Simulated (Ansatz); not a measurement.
Here is the system:

```
Pd
1.0
    0.00000     1.89189     1.89189
    1.89189     0.00000     1.89189
    1.89189     1.89189     0.00000
Pd
1
Direct
  0.00000   0.00000   0.00000
```

No spin polarisation.

The values are results of Ansatz (a program for electronic structure), LDA, PAW, cutoff 420 eV, no spin-orbit coupling, not measurements. Settings: 29×29×29 k-points, 0.1 eV Fermi–Dirac smearing.

Estimate the band gap.

Zero.

What pressure does the calculation give?

11.5 GPa.

The cells carry an imposed strain or load. No phonon test of stability was made. All final runs are without spin polarisation. The cell was made from Pd in the fcc (Cu type) structure (space group Fm-3m, No. 225) by this change: isotropic strain −1.50 %.
